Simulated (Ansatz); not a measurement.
Results of LDA (plane waves, PAW; Ansatz, a program for electronic structure) for ScPd₃C (model structure, started from the Ni3MgC type, Pm-3m, No. 221, 5 atoms in the cell).

Numerical settings: plane-wave cutoff 520 eV, 14×14×14 k mesh, Fermi–Dirac smearing 0.05 eV, scalar-relativistic PAW data made under PBE.

Cell (relaxed at this level):

Pd3ScC is taken in the cubic space group Pm-3m (No. 221), the anti-perovskite structure, Pearson symbol cP5. Lattice parameters: a = b = c = 4.1122 Å, α = β = γ = 90.00°. Sc on 1a sees 12 Pd at 2.908 Å (cuboctahedral). Pd on 3c has 2 C at 2.056 Å and 8 Pd at 2.908 Å and 4 Sc at 2.908 Å. C on 1b is surrounded by 6 Pd at 2.056 Å (octahedral). (Neighbours: up to the widest gap in distance over summed covalent radii, below 1.35, at either atom; cation-cation and far metal-metal contacts left out.)

Question: What does this level give for the bulk modulus B0?

Answer: 
- bulk modulus B0: 203 GPa

The run finds no gap.

Note: the bulk modulus is −V dP/dV from two relaxed cells at ±2 % in volume; the relaxation could raise the start's symmetry but not lower it, so the cell can be a saddle point.

Cost on a shared machine: very roughly 70 core-seconds.

A model structure was made by putting elements into a prototype or built by hand; it is no filed structure, need not be a known phase, and can be a saddle point held by its symmetry.
